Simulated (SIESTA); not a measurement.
**Input and output of a self-consistent single point for YTi2Ga4 (I4/mmm, 7 atoms in the cell) (SIESTA)**

Level of theory: GGA PBEsol, numerical atomic orbitals DZP, PseudoDojo PBEsol standard norm-conserving potentials (rewritten from UPF to PSML) (SIESTA).

The input file:

```
# files in the folder: Y.psml Ti.psml Ga.psml (PseudoDojo PBEsol standard)
SystemName  Y(TiGa2)2
SystemLabel Y(TiGa2)2

NumberOfAtoms                7
NumberOfSpecies              3
%block ChemicalSpeciesLabel
  1 39 Y
  2 22 Ti
  3 31 Ga
%endblock ChemicalSpeciesLabel
LatticeConstant              5.525755 Ang
%block LatticeVectors
    -0.614019985    0.614019985    0.495942364
     0.614019985   -0.614019985    0.495942364
     0.614019985    0.614019985   -0.495942364
%endblock LatticeVectors
AtomicCoordinatesFormat      Ang
%block AtomicCoordinatesAndAtomicSpecies
     0.000000000    0.000000000    0.000000000  1
     0.000000000    3.392924000    1.370228000  2
     3.392924000    0.000000000    1.370228000  2
     1.333486990   -1.333486990    2.740456000  3
    -1.333486990    1.333486990    2.740456000  3
     1.333486990    1.333486990    2.740456000  3
     2.059437010    2.059437010    0.000000000  3
%endblock AtomicCoordinatesAndAtomicSpecies

XC.functional                GGA
XC.authors                   PBEsol
PAO.BasisSize                DZP
PAO.EnergyShift              0.01 Ry
MeshCutoff                   350 Ry
%block kgrid.MonkhorstPack
    5   0   0  0.0
    0   5   0  0.0
    0   0   5  0.0
%endblock kgrid.MonkhorstPack
OccupationFunction           MP
OccupationMPOrder            0
ElectronicTemperature        0.136 eV

MaxSCFIterations             150
SCF.Mixer.Method             Broyden
SCF.Mixer.Weight             0.25
SCF.Mixer.History            8
SCF.DM.Tolerance             1.0E-04
Diag.ParallelOverK           true
WriteForces                  true
```

Output (repeated stretches shortened):

```
reinit: Reading from file input.fdf

reinit: System Name: Y(TiGa2)2
reinit: System Label: Y(TiGa2)2

coor:   Atomic-coordinates input format  =     Cartesian coordinates
coor:                                          (in Angstroms)

siesta: Atomic coordinates (Bohr) and species
siesta:      0.00000   0.00000   0.00000  1        1
siesta:      0.00000   6.41170   2.58936  2        2
siesta:      6.41170   0.00000   2.58936  2        3
siesta:      2.51993  -2.51993   5.17871  3        4
siesta:     -2.51993   2.51993   5.17871  3        5
siesta:      2.51993   2.51993   5.17871  3        6
siesta:      3.89177   3.89177   0.00000  3        7

siesta: System type = bulk

initatomlists: Number of atoms, orbitals, and projectors:      7   129   126

siesta: ******************** Simulation parameters ****************************
redata: Spin configuration                          = none
redata: Time-Reversal Symmetry                      = T
redata: Number of Atomic Species                    =        3
redata: Mesh Cutoff                                 =   350.0000 Ry
redata: Net charge of the system                    =     0.0000 |e|
redata: Min. number of SCF Iter                     =        0
redata: Max. number of SCF Iter                     =      150
redata: SCF convergence failure will abort job
redata: SCF mix quantity                            = Hamiltonian
redata: Mix DM or H after convergence               =   F
redata: Recompute H after scf cycle                 =   F
redata: Mix DM in first SCF step                    =   T
redata: No kicks to SCF
redata: DM Mixing Weight for Kicks                  =     0.5000
redata: Require Harris convergence for SCF          =   F
redata: Harris energy tolerance for SCF             =     0.000100 eV
redata: Require DM convergence for SCF              =   T
redata: DM tolerance for SCF                        =     0.000100
   [... lines left out ...]
diag: Used triangular part                          = Lower
diag: Absolute tolerance                            =  0.100E-15
diag: Orthogonalization factor                      =  0.100E-05
diag: Memory factor                                 =  1.0000

superc: Internal auxiliary supercell:     5 x     5 x     5  =     125
superc: Number of atoms, orbitals, and projectors:    875  16125  15750

                        Single-point calculation

superc: Internal auxiliary supercell:     5 x     5 x     5  =     125
superc: Number of atoms, orbitals, and projectors:    875  16125  15750

outcell: Unit cell vectors (Ang):
       -3.392924    3.392924    2.740456
        3.392924   -3.392924    2.740456
        3.392924    3.392924   -2.740456

outcell: Cell vector modules (Ang)   :    5.525755    5.525755    5.525755
outcell: Cell angles (23,13,12) (deg):    104.2385    104.2385    120.5362
outcell: Cell volume (Ang**3)        :    126.1918
new_DM -- step:     1
Initializing Density Matrix...

Attempting to read DM from file... Failed...
DM filled with atomic data:

InitMesh: MESH = 54 x 54 x 64 = 186624
InitMesh: Mesh cutoff (required, used) =   350.000   350.035 Ry

stepf: Methfessel-Paxton step function
       Using Hermite-Gauss polynomials of order  0
        iscf     Eharris(eV)        E_KS(eV)     FreeEng(eV)     dDmax    Ef(eV) dHmax(eV)
   scf:    1   -12616.248734   -12643.102400   -12643.142440  1.153442 -4.428535  7.198054
   scf:    2   -12642.218883   -12644.753685   -12644.793106  0.234345 -4.953745  3.974038
   scf:    3   -12645.993556   -12646.023221   -12646.068954  0.144102 -4.795290  1.938526
   scf:    4   -12646.609017   -12646.439883   -12646.494483  0.149882 -5.027253  0.439658
   scf:    5   -12646.327366   -12646.425004   -12646.478716  0.025846 -4.975366  0.797247
   scf:    6   -12646.471055   -12646.464139   -12646.517021  0.012474 -5.011824  0.047171
   scf:    7   -12646.458378   -12646.462022   -12646.515451  0.003736 -5.009707  0.148835
   scf:    8   -12646.464355   -12646.464204   -12646.517138  0.003470 -5.015929  0.029701
   scf:    9   -12646.464029   -12646.464163   -12646.517171  0.000767 -5.014348  0.013372
   scf:   10   -12646.464257   -12646.464212   -12646.517185  0.000228 -5.014547  0.005311
   scf:   11   -12646.464256   -12646.464235   -12646.517188  0.000127 -5.014750  0.000377
   scf:   12   -12646.464236   -12646.464235   -12646.517188  0.000051 -5.014770  0.000267
SCF Convergence by DM+H criterion
max |DM_out - DM_in|         :     0.0000505600
max |H_out - H_in|      (eV) :     0.0002667560
SCF cycle converged after 12 iterations

Using DM_out to compute the final energy and forces

siesta: E_KS(eV) =           -12646.4642

siesta: E_KS - E_eggbox =    -12646.4642

siesta: Atomic forces (eV/Ang):
     1   -0.000000   -0.000000   -0.000000
     2   -0.000395    0.000395    0.000000
     3    0.000395   -0.000395    0.000000
     4    0.145817   -0.145817   -0.000000
     5   -0.145817    0.145817   -0.000000
     6    0.146282    0.146282    0.001006
     7   -0.146283   -0.146283   -0.001006
   Tot   -0.000000   -0.000000   -0.000001
   Max    0.146283
   Res    0.090145    sqrt( Sum f_i^2 / 3N )
   Max    0.146283    constrained

Stress tensor Voigt[x,y,z,yz,xz,xy] (kbar):       64.01       64.01       58.49        0.16        0.16        0.62
(Free)E + p*V (eV/cell)   -12651.4140
Target enthalpy (eV/cell)   -12646.5172

siesta: Program's energy decomposition (eV):
siesta: Ebs     =     -1930.176355
siesta: Eions   =     15559.043314
siesta: Ena     =      1352.125593
siesta: Ekin    =      8391.022786
siesta: Enl     =     -3986.565897
siesta: Eso     =         0.000000
siesta: Edftu   =         0.000000
siesta: DEna    =        93.630616
siesta: DUscf   =         2.933344
siesta: DUext   =         0.000000
siesta: Ex      =     -2756.240784
siesta: Ec      =      -184.326578
siesta: Exc     =     -2940.567362
siesta: Eharris =    -12646.464236
siesta: Etot    =    -12646.464235
siesta: FreeEng =    -12646.517188

siesta: Atomic forces (eV/Ang):
siesta:      1   -0.000000   -0.000000   -0.000000
siesta:      2   -0.000395    0.000395    0.000000
siesta:      3    0.000395   -0.000395    0.000000
siesta:      4    0.145817   -0.145817   -0.000000
siesta:      5   -0.145817    0.145817   -0.000000
siesta:      6    0.146282    0.146282    0.001006
siesta:      7   -0.146283   -0.146283   -0.001006
siesta: ----------------------------------------
siesta:    Tot   -0.000000   -0.000000   -0.000001

siesta: Stress tensor (static) (eV/Ang**3):
siesta:     0.039952    0.000388    0.000098
siesta:     0.000388    0.039952    0.000098
siesta:     0.000098    0.000098    0.036509

siesta: Cell volume =        126.191786 Ang**3

siesta: Pressure (static):
siesta:                Solid            Molecule  Units
siesta:          -0.00042264         -0.00043906  Ry/Bohr**3
siesta:          -0.03880470         -0.04031253  eV/Ang**3
siesta:         -62.17198836        -64.58779553  kBar
```

The run converged in 12 iterations.

The starting cell comes from a database of computed structures (which also holds hypothetical and non-ambient phases and stackings), without a prior relaxation at this level. Its lattice was rescaled by a random factor within 2.5 % of one. Spin polarisation is off. Values carry the incompleteness of an atom-centred basis. With a pressure of about -6 GPa the cell is away from its equilibrium volume at this level.

Cost on one core of a shared machine: roughly 2 min.
